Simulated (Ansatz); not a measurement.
**What 4 layers does to TlBr**

Base system: TlBr in the CsCl type structure (space group Pm-3m, No. 221; a = 3.915 Å). Axes: x, y, z lie along the cube axes.

The change: a free-standing slab of 4 layers (8 atoms, 2 a layer) is cut normal to [110], with 15 Å of vacuum and the in-plane cell held at bulk.

All numbers come from PBEsol (Ansatz, an electronic-structure program), no spin-orbit coupling, earlier PAW set. Settings: 9×6×1 k-points, 0.05 eV Fermi–Dirac smearing, for the changed cell.

```csv
quantity,base,changed,shift
layer's space group (with vacuum),–,Pmma (No. 51),–
band gap,1.59 eV,2.02 eV,+0.43 eV
gap character,–,"indirect, X → Y",–
smallest direct gap,1.59 eV,2.06 eV,+0.47 eV
excess energy per area of both faces (slab less bulk energy over the cell's area: twice a surface energy),–,0.31 J/m²,–
thickness between the outermost nuclei,–,8.15 Å,–
change of the spacing d12 from its bulk value of 2.768 Å,–,-5.5 %,–
```

Final structure:

```
CELL_PARAMETERS angstrom
      3.91452     0.00000     0.00000
      0.00000     5.53596     0.00000
      0.00000     0.00000    23.30394
ATOMIC_POSITIONS crystal
  Tl 0.00000 0.25000 0.32624
  Br 0.50000 0.75000 0.32515
  Tl 0.00000 0.75000 0.43834
  Br 0.50000 0.25000 0.43753
  Tl 0.00000 0.25000 0.56166
  Br 0.50000 0.75000 0.56247
  Tl 0.00000 0.75000 0.67376
  Br 0.50000 0.25000 0.67485
```

Cost of the whole job for the changed cell (relaxation, final SCF and bands): around 2.9 core-minutes (rough).

Slab and bulk use different k-meshes, which limits the precision of the excess energy. With Tl present, leaving out spin-orbit coupling can change the band edges. Whether these cells are dynamically stable was not tested. Labels are those of the standard path for the cell's own space group.
